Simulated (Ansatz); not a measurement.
Band structure of CdF2 (Fm-3m, 3 atoms in the cell).

```yaml
crystal:
  lattice:
    - [0.00000, 2.70592, 2.70592]
    - [2.70592, 0.00000, 2.70592]
    - [2.70592, 2.70592, 0.00000]
  atoms:
    - { symbol: Cd, position: [0.00000, 0.00000, 0.00000] }
    - { symbol: F, position: [0.25000, 0.25000, 0.25000] }
    - { symbol: F, position: [0.75000, 0.75000, 0.75000] }
```

Method: PBE with spin-orbit coupling (plane waves, PAW; Ansatz, a quantum-chemistry and plane-wave program).

Settings: kpoints.mp_grid.grid = 7 7 7; hamiltonian.xc = pbe; hamiltonian.pseudopotentials = {kind: paw} (the program's default PAW files); magnetization.noncollinear = true; magnetization.spin_orbit = true; scf.occupations.method = fermi_dirac; scf.occupations.width = 0.05 eV; kpoints.band_path.npoints = 10.

The starting cell comes from a database of computed structures (which also holds hypothetical and non-ambient phases and stackings), without a prior relaxation at this level. Its lattice was rescaled by a random factor within 2.5 % of one.

### Question
Predict the gap along the standard path and the places of the band edges.

### Answer
The gap along the path is 3.05 eV, from W to Γ; the smallest direct gap on it is 3.49 eV.

Levels in eV from the top of the valence band on the path, bands 31 to 38:
| point | 31 | 32 | 33 | 34 | 35 | 36 | 37 | 38 |
|---|---|---|---|---|---|---|---|---|
| Γ | -0.54 | -0.54 | -0.44 | -0.44 | 3.05 | 3.05 | 12.22 | 12.22 |
| X | -0.13 | -0.13 | -0.05 | -0.05 | 7.92 | 7.92 | 9.58 | 9.58 |
| W | -0.58 | -0.58 | 0.00 | 0.00 | 7.98 | 7.98 | 11.38 | 11.38 |
| K | -0.34 | -0.34 | -0.19 | -0.19 | 7.87 | 7.87 | 10.64 | 10.64 |
| L | -0.46 | -0.46 | -0.34 | -0.34 | 7.09 | 7.09 | 9.10 | 9.10 |
| U | -0.34 | -0.34 | -0.19 | -0.19 | 7.87 | 7.87 | 10.64 | 10.64 |

The net moment of the cell came out as 0.00 μB.

Keys are those of Ansatz 0.2.
